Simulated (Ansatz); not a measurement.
Start from SrTiO₃ in the cubic perovskite structure (space group Pm-3m, No. 221; a = 3.9365 Å).

Perturbation: the cell is scaled by 1.0090 in all directions; the atoms relax in the strained cell.

Levels (all Ansatz, a program for electronic structure, PAW, earlier PAW set): PBE (420 eV, no spin-orbit coupling); PBE+SOC (420 eV, spin-orbit coupling included).

The geometry is relaxed with PBE.

* **PBE band gap**: 1.79 eV

Problem. What does PBE+SOC give at this geometry for the band gap, hole mass and electron mass?

Solution. The band gap shrinks by 0.016 eV (1.79 eV → 1.78 eV); the hole mass (degenerate bands, along [100]) is 0.83, 2.2 mₑ (at R); the electron mass (degenerate bands, along [100]) comes out as 0.41, 1.1 mₑ (at Γ).

Single points use the geometry relaxed with PBE. The spin-orbit shifts are approximate. Masses are band curvatures over ±0.01 Å⁻¹ around the edge. Whether these cells are dynamically stable was not tested. The runs without spin-orbit coupling are not spin-polarised. Many cubic perovskites are stable only at high temperature; tilts and polar distortions were not tested.
